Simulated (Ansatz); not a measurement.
Results of RPBE (PAW; Ansatz, a program for electronic structure) for CsCl-type CuZn.

Run with plane-wave cutoff 520 eV, 18×18×18 k mesh, Fermi–Dirac smearing 0.05 eV, no spin polarisation, scalar-relativistic PAW data made under PBE.

Pressure at four volumes; x = ln(V/13.516 Å³). One pressure is withheld.

```csv
V (Å³/atom),x,P (GPa)
12.705,-0.0619,?
12.975,-0.0408,4.57
13.516,0.0000,0.01
14.327,0.0583,-5.05
```

Task: Pass a parabola P(x) through the three rows shown, estimate the bulk modulus and its pressure derivative near zero pressure, and predict the withheld pressure.

Result: Slopes between the rows: (0.01 − (4.57))/(0.0000 − (-0.0408)) = -111.76 and (-5.05 − (0.01))/(0.0583 − (0.0000)) = -86.79 GPa. Their difference over the span 0.0991 is c = 24.97/0.0991 = 252.0 GPa, so P(x) = 4.57 + (-111.76)(x − (-0.0408)) + 252.0 (x − (-0.0408))(x − (0.0000)). At the middle row B = −dP/dx = −[-111.76 + 252.0 × 0.0408] = 101.5 GPa, and B′ = dB/dP = 2c/B = 5.0. At x = -0.0619 the parabola gives 7.26 GPa; the run gives 7.30 GPa. The Birch–Murnaghan fit to the energies at all volumes has B0 = 101 GPa and B′ = 5.1.

Measured, for comparison: bulk modulus 116 GPa (temperature not stated, not corrected to a static lattice; as tabulated in Nepal et al. (2020), arXiv:2007.11150). Computed (rounded) less measured: bulk modulus -13 %.
